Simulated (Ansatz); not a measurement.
## Carrier properties of CaO under load (space group Fm-3m)

Input:

```yaml
crystal:
  lattice:
    - [0.00000, 2.41688, 2.41688]
    - [2.41688, 0.00000, 2.41688]
    - [2.41688, 2.41688, 0.00000]
  atoms:
    - { symbol: Ca, position: [0.00000, 0.00000, 0.00000] }
    - { symbol: O, position: [0.50000, 0.50000, 0.50000] }
```

All values below come from PBE, rigid bands (plane waves, PAW, scalar-relativistic; Ansatz, a quantum-chemistry and plane-wave program). Condition of this run: hydrostatic pressure of -4.4 GPa (compression positive) (the target of the relaxation). How the cell was made: cell and atoms relaxed with PBEsol, then loaded as said.

| Item | Value |
|---|---|
| band gap | 3.66 eV |
| electron conductivity mass (300 K, dilute) | 0.58 mₑ |
| hole conductivity mass (300 K, dilute) | 1.45 mₑ |
| effective density of states N_c (300 K) | 4.0e19 cm⁻³ |
| effective density of states N_v (300 K) | 1.6e20 cm⁻³ |
| density-of-states mass, electrons | 1.37 mₑ |
| density-of-states mass, holes | 3.4 mₑ |
| Seebeck coefficient, n-type 1e19 cm⁻³, 300 K | -337 μV/K |
| best n-type power factor at 300 K for τ = 10 fs (best axis; densities from 1e16 to 1e21 cm⁻³ tried, whether or not they can be reached) | 11.4 μW/(cm·K²) at 1e20 cm⁻³ |
| Seebeck coefficient, p-type 1e19 cm⁻³, 300 K | 454 μV/K |

Rigid bands; masses and Seebeck coefficients take one relaxation time τ for all states and one kind of carrier; polarons and phonon drag are left out. Spin-orbit coupling is left out; where it splits the top of the valence band, N_v and the p-type Seebeck coefficient come out somewhat high without it. Geometry: cell and atoms relaxed with PBEsol.
